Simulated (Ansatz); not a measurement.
Results of r²SCAN+rVV10 (Ansatz, an electronic-structure program, PAW) for ZnS (P3m1, No. 156, 36 atoms in the cell; start mp-557175; a measured phase of this formula has another space group).

Settings: plane-wave cutoff 560 eV, 12×12×1 k mesh (along the axes of the cell as run), Fermi–Dirac smearing 0.01 eV, scalar-relativistic PAW data made under PBE.

Cell (relaxed at this level):

Space group P3m1 (No. 156); a = b = 3.7944 Å, c = 55.8403 Å, α = β = 90.00°, γ = 120.00°

| atom | site | symmetry | x | y | z |
|---|---|---|---|---|---|
| Zn | 1a | 3m. | 0.0000 | 0.0000 | 0.1667 |
| Zn | 1b | 3m. | 0.3333 | 0.6667 | 0.7222 |
| Zn | 1c | 3m. | 0.6667 | 0.3333 | 0.2777 |
| Zn | 1a | 3m. | 0.0000 | 0.0000 | 0.4445 |
| Zn | 1b | 3m. | 0.3333 | 0.6667 | 0.5556 |
| Zn | 1a | 3m. | 0.0000 | 0.0000 | 0.6667 |
| Zn | 1b | 3m. | 0.3333 | 0.6667 | 0.0556 |
| Zn | 1c | 3m. | 0.6667 | 0.3333 | 0.6112 |
| Zn | 1c | 3m. | 0.6667 | 0.3333 | 0.1112 |
| Zn | 1b | 3m. | 0.3333 | 0.6667 | 0.2222 |
| Zn | 1c | 3m. | 0.6667 | 0.3333 | 0.7778 |
| Zn | 1c | 3m. | 0.6667 | 0.3333 | 0.9445 |
| Zn | 1b | 3m. | 0.3333 | 0.6667 | 0.3888 |
| Zn | 1a | 3m. | 0.0000 | 0.0000 | 0.3332 |
| Zn | 1b | 3m. | 0.3333 | 0.6667 | 0.8334 |
| Zn | 1a | 3m. | 0.0000 | 0.0000 | 0.0001 |
| Zn | 1c | 3m. | 0.6667 | 0.3333 | 0.5000 |
| Zn | 1a | 3m. | 0.0000 | 0.0000 | 0.8889 |
| S | 1c | 3m. | 0.6667 | 0.3333 | 0.9862 |
| S | 1b | 3m. | 0.3333 | 0.6667 | 0.4305 |
| S | 1a | 3m. | 0.0000 | 0.0000 | 0.0418 |
| S | 1c | 3m. | 0.6667 | 0.3333 | 0.6528 |
| S | 1c | 3m. | 0.6667 | 0.3333 | 0.1528 |
| S | 1b | 3m. | 0.3333 | 0.6667 | 0.0973 |
| S | 1b | 3m. | 0.3333 | 0.6667 | 0.7638 |
| S | 1a | 3m. | 0.0000 | 0.0000 | 0.7083 |
| S | 1c | 3m. | 0.6667 | 0.3333 | 0.8195 |
| S | 1a | 3m. | 0.0000 | 0.0000 | 0.3749 |
| S | 1c | 3m. | 0.6667 | 0.3333 | 0.3193 |
| S | 1a | 3m. | 0.0000 | 0.0000 | 0.9305 |
| S | 1a | 3m. | 0.0000 | 0.0000 | 0.4861 |
| S | 1b | 3m. | 0.3333 | 0.6667 | 0.2638 |
| S | 1c | 3m. | 0.6667 | 0.3333 | 0.5416 |
| S | 1a | 3m. | 0.0000 | 0.0000 | 0.2083 |
| S | 1b | 3m. | 0.3333 | 0.6667 | 0.8750 |
| S | 1b | 3m. | 0.3333 | 0.6667 | 0.5973 |

Q: Estimate the band gap that the calculation returns.

A: 
- band gap: 2.72 eV (on the SCF k mesh)

Note: the relaxation could not lower the start's symmetry, so the cell can be a saddle point above a distorted one.

Static lattice: no zero-point or thermal effects.

Computing time: around 60 core-minutes (rough).

A start named mp-… is a Materials Project structure, which need not be a measured phase.
